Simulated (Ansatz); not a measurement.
**A constructed model of the (100) surface of alpha tin, from a spin-polarised start, top plane replaced by bridging O, 1x1 (bottom of the slab: dihydride, held)**

The numbers are results of PBE (plane waves to 420 eV, PAW; Ansatz, a quantum-chemistry and plane-wave program), not measurements.

Set-up: 10 atoms, 11.7 Å thick at the start with caps and adatoms (thin: gaps and levels are the slab's own); mesh 6x6x1; 0.025 eV smearing; dipole correction on; 4 atoms held, the rest relaxed; held to the start's symmetry, so lower structures may exist; spin-polarised, no spin-orbit, no U. The slab shows no gap on its mesh. The starting moment vanished. It is one candidate, not shown to be the stable structure of the face.

```yaml
work_function_of_the_top_face: 4.74 eV
energy_released_by_relaxation: 0.17 eV
cost: very roughly 13 core-minutes
```
